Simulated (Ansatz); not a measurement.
Take an 8-atom supercell of InSb in the zinc blende structure (space group F-43m, No. 216; a = 6.635 Å) at its relaxed geometry as the base.

(Cell as relaxed with PBE.)

Levels (all Ansatz, a quantum-chemistry and plane-wave program, PAW, earlier PAW set): PBE (420 eV, no SOC); PBEsol (420 eV, without spin-orbit coupling).

Each level relaxes its own structure.

One thing is altered: one In atom is replaced by Sn, atoms relaxed at fixed cell, starting from a slightly rattled geometry.

| quantity | PBE | PBEsol |
|---|---|---|
| pressure | 1.3 GPa | (withheld) |
| largest displacement of a host atom from its site in the perfect cell | 0.04 Å | (withheld) |

**Question.** Predict the PBEsol column.

**Answer.** 
- pressure, PBEsol: 1.4 GPa
- largest displacement of a host atom from its site in the perfect cell, PBEsol: 0.04 Å

The two agree on the largest displacement of a host atom from its site in the perfect cell. Neither level is exact; PBEsol is the comparison here, not a measurement.

The cell is small, so the values are those of an ordered compound at a high defect concentration; dilute-limit values will differ. The final runs are not spin-polarised.
